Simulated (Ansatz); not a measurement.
# TaGe2 (model structure, started from the fluorite type, Fm-3m, No. 225, 3 atoms in the cell): properties by level of theory

| level (code) | lattice parameter a (Å) | formation enthalpy (eV/atom) |
|---|---|---|
| PBE (Ansatz) | 6.274 | 0.461 |
| PBEsol (Ansatz) | ___ | ___ |
| PBE-D3(BJ) (Ansatz) | ___ | 0.464 |

### Question
What belongs in the gaps?

### Answer

- PBEsol (Ansatz, a first-principles code), lattice parameter a (Å): 6.191
- PBEsol (Ansatz), formation enthalpy (eV/atom): 0.443
- PBE-D3(BJ) (Ansatz), lattice parameter a (Å): 6.207

Ansatz's density-functional and Hartree–Fock values are scalar-relativistic unless marked +SOC, with PAW data made under PBE.

A model structure was made by putting elements into a prototype or built by hand; it is no filed structure, need not be a known phase, and can be a saddle point held by its symmetry.
